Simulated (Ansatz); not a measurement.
Take TiAl (space group P4/mmm, No. 123; a = 2.813 Å, c = 4.062 Å; relaxed with 0.1 eV smearing) as the base. Axes: x, y, z lie along a, b, c of the conventional cell.

The values are results of plane-wave PAW DFT at the r2SCAN level (Ansatz, a first-principles code, 500 eV), spin-orbit coupling left out, not measurements.

Base values:

| Property | Value |
|---|---|
| Pressure | 0.0 GPa |
| Shortest interatomic distance | 281.3 pm |

The change: the cell is compressed by 2.00 % along z with no lateral relaxation, atoms relaxed at fixed cell.

Predict the new energy relative to the base.

The energy increases by 3.8 meV/atom.

How does this affect the pressure?

The pressure (mean of the normal stresses, compression positive) goes from zero to 2.5 GPa.

Predict the new shortest interatomic distance.

The shortest interatomic distance stays 281.3 pm.

The cells carry an imposed strain or load. Whether these cells are dynamically stable was not tested. All final runs are without spin polarisation.
